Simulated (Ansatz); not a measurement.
# Bi2Pt: pressure series

The reference is Bi2Pt (space group Pa-3, No. 205; a = 6.7215 Å).

Cell and atoms are relaxed at each pressure.

Level of theory: DFT with PBEsol, PAW potentials and a 420 eV plane-wave cutoff in Ansatz (a quantum-chemistry and plane-wave program), spin-orbit coupling left out.

Notes on the quantities. enthalpy: H = E + PV relative to the base's energy.

| variant | enthalpy | shortest interatomic distance | density |
|---|---|---|---|
| base | – | 277.7 pm | 13.41 g/cm³ |
| pressure −2 GPa | -0.32 eV/atom | 279.8 pm | 13.11 g/cm³ |
| pressure −1 GPa | -0.16 eV/atom | 278.7 pm | 13.27 g/cm³ |
| pressure 0.3 GPa | +0.05 eV/atom | 277.4 pm | 13.45 g/cm³ |
| pressure 0.7 GPa | +0.11 eV/atom | 277.0 pm | 13.51 g/cm³ |
| pressure 1.5 GPa | +0.24 eV/atom | 276.3 pm | 13.62 g/cm³ |
| pressure 3 GPa | +0.47 eV/atom | 275.0 pm | 13.81 g/cm³ |
| pressure 5 GPa | +0.77 eV/atom | ? | ? |
| pressure 7.5 GPa | +1.14 eV/atom | 271.6 pm | 14.33 g/cm³ |
| pressure 10 GPa | +1.51 eV/atom | 270.0 pm | 14.59 g/cm³ |

Q: Some entries are withheld; estimate them.

A: 
- pressure 5 GPa, shortest interatomic distance: 273.4 pm
- pressure 5 GPa, density: 14.05 g/cm³

Load acts through the strain it causes; cell and atoms are relaxed under it. Whether these cells are dynamically stable was not tested. No other phases were tried under pressure. All final runs are without spin polarisation.
